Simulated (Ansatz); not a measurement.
## Hypothetical I-4 ZnIn2O4, response to strain

Take ZnIn2O4 (space group I-4, No. 82; a = 4.788 Å, c = 10.094 Å; a hypothetical phase, not in the database extracts checked) as the base. Axes: x, y, z lie along a, b, c of the conventional cell.

Strains are applied to the cell and any free atomic positions relax; under biaxial strain the out-of-plane vector relaxes too; under stress the whole cell relaxes.

Method: PBE/PAW in Ansatz (a first-principles code), no spin-orbit coupling.

Notes on the quantities. energy relative to the base: free energy F.

| variant | band gap | energy relative to the base | shortest interatomic distance |
|---|---|---|---|
| base | 0.88 eV | 0 meV/atom | 1.996 Å |
| biaxial strain −0.75 %, plane normal [001], relaxed out of plane | 0.87 eV | +0.3 meV/atom | 1.993 Å |
| biaxial strain +0.57 %, plane normal [001], relaxed out of plane | 0.89 eV | +0.2 meV/atom | 1.998 Å |
| isotropic strain −1.14 % | 0.91 eV | +4.1 meV/atom | 1.980 Å |
| uniaxial stress, 0.5 GPa compression along x | 0.63 eV | -0.3 meV/atom | 1.946 Å |

Beyond what the load breaks, stability against distortions was not tested. Under uniaxial stress, 0.5 GPa compression along x the cell changed shape so far that it is another structure.
